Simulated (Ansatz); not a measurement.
Faces of trigonal Se in 1x1 cells, as slabs relaxed from ideal cuts; for each face the lowest of the symmetric, stoichiometric cuts and spin starts that were computed. The slabs keep the symmetry of their cuts; real faces may buckle, or reconstruct in larger cells. No spin-orbit coupling, no Hubbard U.

Method: PBE with D3(BJ) dispersion (plane waves to 420 eV, PAW; Ansatz, a first-principles code).

```csv
face,cell area (Å²),outermost plane spacing of the ideal cut (Å),γ unrelaxed (J/m²),γ relaxed (J/m²),"ionisation potential, top face (eV)"
(10-10),20.86,0.87,0.27,0.25,4.86
(10-11),25.31,0.25,0.67,0.58,(withheld)
(10-12) (2 Se–Se bonds formed),35.44,0.33,0.86,(withheld),(withheld)
```

Task: Complete the blanks.

Result: 
- (10-11), ionisation potential, top face (eV): 5.19
- (10-12) (2 Se–Se bonds formed), γ relaxed (J/m²): 0.45
- (10-12) (2 Se–Se bonds formed), ionisation potential, top face (eV): 5.01
